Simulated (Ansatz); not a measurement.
The starting structures come from a database of crystals and need not be the phases stable at ambient conditions.

Given:

```
CELL_PARAMETERS angstrom
      6.15448     0.00000     0.00000
      0.00000     6.21730     0.00000
      3.07724     0.00000     1.77664
ATOMIC_POSITIONS crystal
  Sr 0.66667 0.25000 0.00000
  Sr 0.33333 0.75000 0.00000
  O  0.00000 0.00000 0.00000
  O  0.00000 0.50000 0.00000
```

Space group of this cell: P6_3/mmc, NiAs type. The cell is taken as given.

Transport runs along the normal of the first two printed cell vectors, the (110) plane of the conventional cell.

No gap correction and no spin-orbit coupling; mid-gap values are interpolated between computed energies.

Estimate the band gap and the smallest decay constant κ at mid-gap that r2SCAN (Ansatz, a program for electronic structure) returns for this system.

Gap 3.53 eV on a 16×6×16 mesh; κ = 0.335 1/Å, at the zone centre.
